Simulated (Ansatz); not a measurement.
Start from VO2 in the rutile structure (space group P4_2/mnm, No. 136; ferromagnetic).

VO2 is taken in the tetragonal space group P4₂/mnm (No. 136), the rutile structure, Pearson symbol tP6. Cell: a = 4.584 Å, b = 4.584 Å, c = 2.839 Å, α = 90.00°, β = 90.00°, γ = 90.00°. V on 2a is coordinated by 6 O at 1.922–1.945 Å (octahedral). O on 4f is coordinated by 3 V at 1.922–1.945 Å. (Neighbours: up to the widest gap in distance over summed covalent radii, below 1.35, at either atom; cation-cation and far metal-metal contacts left out.)

Calculations: Kohn–Sham DFT with the PBE functional, run in Ansatz (an electronic-structure program) with PAW and 420 eV plane waves, scalar-relativistic without spin-orbit coupling.

Before the change:

```
Item                     Result
-------------------  ----------
Lattice parameter a  8.662 bohr
Largest site moment     0.83 μB
```

One thing is altered: cell and atoms relaxed at a pressure of 30 GPa.

### Question
How does this affect the lattice parameter a and largest site moment?

### Answer
The lattice parameter a decreases by 0.303 bohr to 8.359 bohr; the largest site moment shrinks by 0.08 μB to 0.75 μB.

The magnetic state is the one reached from the starting moments; the real material's order can differ, and small cells can't hold many antiferromagnetic ones. Load acts through the strain it causes; cell and atoms are relaxed under it. Whether these cells are dynamically stable was not tested. Competing high-pressure phases were not computed. No Hubbard U is applied, and correlation can decide whether such a compound is a metal.
